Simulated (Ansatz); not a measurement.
The parent structure is HfO2 in the fluorite structure (space group Fm-3m, No. 225; a = 5.044 Å).

It is then changed as follows: every Hf is replaced by Zr; the structure is relaxed again.

Levels (all Ansatz, a program for electronic structure, PAW): PBEsol (420 eV, spin-orbit coupling left out); PBEsol+SOC (420 eV, with spin-orbit coupling).

The geometry is relaxed with PBEsol.

- PBEsol electron mass: 0.46, 2.0 mₑ (at Γ)
- PBEsol gap character: indirect, X → Γ
- PBEsol lowest conduction level above the VBM at special points: Γ 3.33 eV; X 3.76 eV; L 4.00 eV; K 4.01 eV
- PBEsol pressure: 0.00 GPa

With PBEsol+SOC at the same geometry, the electron mass (degenerate bands, along [100]) stays 0.46, 2.0 mₑ (at Γ); the gap character stays indirect, X → Γ; the lowest conduction level above the VBM at special points becomes Γ 3.33 eV; X 3.76 eV; L 3.97 eV; K 4.02 eV (PBEsol: Γ 3.33 eV; X 3.76 eV; L 4.00 eV; K 4.01 eV); the pressure stays essentially unchanged (0.00 GPa against -0.01 GPa).

Single points use the geometry relaxed with PBEsol. Differences between runs with and without spin-orbit coupling are approximate. Effective masses come from finite differences of ±0.01 Å⁻¹. Whether these cells are dynamically stable was not tested. This is not the structure that ZrO2 has at room temperature and ambient pressure. This is not the structure that HfO2 has at room temperature and ambient pressure.
